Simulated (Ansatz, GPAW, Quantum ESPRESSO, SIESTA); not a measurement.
# Cu3Rh (P6_3/mmc, 8 atoms in the cell) computed with different codes at matched settings

Self-consistent single point, at a second geometry (lattice scaled by 0.98). First geometry:

```yaml
crystal:
  lattice:
    - [5.26481, 0.00000, 0.00000]
    - [-2.63240, 4.55946, 0.00000]
    - [0.00000, 0.00000, 4.25455]
  atoms:
    - { symbol: Cu, position: [0.32784, 0.16392, 0.75000] }
    - { symbol: Cu, position: [0.67216, 0.83608, 0.25000] }
    - { symbol: Cu, position: [0.16392, 0.32784, 0.25000] }
    - { symbol: Cu, position: [0.83608, 0.67216, 0.75000] }
    - { symbol: Cu, position: [0.83608, 0.16392, 0.75000] }
    - { symbol: Cu, position: [0.16392, 0.83608, 0.25000] }
    - { symbol: Rh, position: [0.66667, 0.33333, 0.25000] }
    - { symbol: Rh, position: [0.33333, 0.66667, 0.75000] }
```

Shared settings, as Ansatz (a quantum-chemistry and plane-wave program) writes them: kpoints.mp_grid.grid = 5 5 5; scf.occupations.method = gaussian; scf.occupations.width = 0.05 eV. Potentials and cutoffs stand in the table.

```
code                                                                                                                                      model  ΔF from the first geometry (meV/atom)  pressure (GPa)  largest force (eV/Å)       cutoff
----------------  -----------------------------------------------------------------------------------------------------------------------------  -------------------------------------  --------------  --------------------  -----------
Ansatz                                                                                                          PBEsol, PAW files made with PBE                                  -27.4           -0.66                 0.062      default
SIESTA            GGA PBEsol, numerical atomic orbitals TZP, PseudoDojo PBEsol standard norm-conserving potentials (rewritten from UPF to PSML)                                  -31.6           -1.50                 0.015  grid 300 Ry
Quantum ESPRESSO                                                                           PBEsol, GBRV 1.5 ultrasoft (PBESOL) pseudopotentials                                  -25.0           -1.04                 0.063        50 Ry
GPAW                                                                                      PBEsol, GPAW PAW datasets PBEsol (made by gpaw-setup)                                  -17.1            1.06                 0.071       800 eV
```

For Quantum ESPRESSO (by 0.9 GPa) and GPAW (by 0.6 GPa) the energy change implies a higher mean pressure, against the two pressures, than for the other programs: a sign of finite-basis (Pulay) stress.

On Ansatz's run: spin polarisation is off.

The spread over the programs that give each value: ΔF from the first geometry within 14.5 meV/atom; pressure within 2.56 GPa; largest force within 0.056 eV/Å.

SIESTA uses small atom-centred bases, whose incompleteness enters pressures, forces and empty levels differently from a plane-wave cutoff. Ansatz's pressure is given at a fixed set of plane waves, as the other plane-wave codes print theirs; with its correction for the finite basis it is -0.55 GPa. In the pressure, GPAW (by 1.72) lies more than 1 GPa from the median of the plane-wave programs.

The starting cell comes from a database of computed structures (which also holds hypothetical and non-ambient phases and stackings), without a prior relaxation at this level. Its lattice was rescaled by a random factor within 2.5 % of one. For this run, on top of that: lattice scaled by 0.98.

Left out of this page: Elk (unsound by tests on forces, stress, charge or solver warnings); FLEUR (with a known weakness of the program).

Keys are those of Ansatz 0.2.
